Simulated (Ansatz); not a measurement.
Worked calculations on one periodic cell of amorphous Ti$_{20}$O$_{43}$Sc$_{2}$: Ti20O43Sc2, 65 atoms, volume 800.4 Å³, made by a melt-quench on the CHGNet potential and relaxed with DFT. O atoms were pushed apart under 1.9 Å during the dynamics, to hinder bonds among them. It is a model cell: composition and starting density were chosen by hand, and all elements were melted together. Cycles of charging were run to anneal it. Computed with PBE, scalar-relativistic without spin-orbit coupling (plane waves to 420 eV, PAW; Ansatz, a first-principles code). Sampling: a 2×2×2 Γ-centred mesh; Fermi-Dirac width 0.02 eV; no spin polarisation. Its volume was held where the quench left it, its shape was free, and it stands at a mean pressure of 0.6 GPa with stress components up to 0.7 GPa; the relaxation ran on the zone centre alone. Its density went from a set 3.60 to 3.60 g/cm³. The cell is small and was quenched far faster than a real film, so it is one sample of the glass.

Question: Count formal charges (Ti +4, O -2, Sc +3). What does the count lead one to expect at the Fermi level, and what does the calculation give?

Answer: 20 × (+4) + 43 × (-2) + 2 × (+3) = 0. The charges balance, so the anion-derived valence states can be full and a gap can open. On this mesh the highest filled and lowest empty level lie 2.68 eV apart, the PBE gap of this cell, with a localised state at one edge or both.

Four energies for an added electron at PBE on the zone centre alone (charged cells in a uniform background, spin-polarised): neutral at the neutral geometry -78750.223 eV; charged at the neutral geometry -78740.930 eV; charged and relaxed -78741.037 eV; neutral at the charged geometry -78750.081 eV.

Question: Find the two relaxation energies and their sum, the reorganisation energy.

Answer: On charging: -78740.930 − (-78741.037) = 0.107 eV. On discharging: -78750.081 − (-78750.223) = 0.142 eV. The sum is 0.249 eV. The carrier's level spreads over 12 of the 65 atoms' worth, so it counts as partly localised, most on one Ti atom with neighbours O 1.83 Å, O 1.85 Å, O 1.90 Å, O 1.92 Å, O 2.14 Å (neutral geometry). The values are uncorrected: the image energy of a point charge in this cell, 2.84 × 14.40 / (2 × 9.3) = 2.2 eV before screening, is screened by electrons alone at the fixed geometry and by ions too after relaxing, and the carrier can be spread before it relaxes, so each term can be off by up to that value times 1/ε∞, some tenths of an eV. PBE's self-interaction favours spread-out carriers, so a hybrid can localise more.

Four energies for a hole at PBE on the zone centre alone (charged cells in a uniform background, spin-polarised): neutral at the neutral geometry -78750.223 eV; charged at the neutral geometry -78756.699 eV; charged and relaxed -78756.934 eV; neutral at the charged geometry -78749.593 eV.

Question: Find the two relaxation energies and their sum, the reorganisation energy.

Answer: On charging: -78756.699 − (-78756.934) = 0.235 eV. On discharging: -78749.593 − (-78750.223) = 0.630 eV. The sum is 0.865 eV. The carrier's level spreads over 4 of the 65 atoms' worth, so it counts as localised, most on one O atom with neighbours Ti 1.91 Å, Ti 1.95 Å, Ti 2.06 Å (neutral geometry). The values are uncorrected: the image energy of a point charge in this cell, 2.84 × 14.40 / (2 × 9.3) = 2.2 eV before screening, is screened by electrons alone at the fixed geometry and by ions too after relaxing, and the carrier can be spread before it relaxes, so each term can be off by up to that value times 1/ε∞, some tenths of an eV. PBE's self-interaction favours spread-out carriers, so a hybrid can localise more.
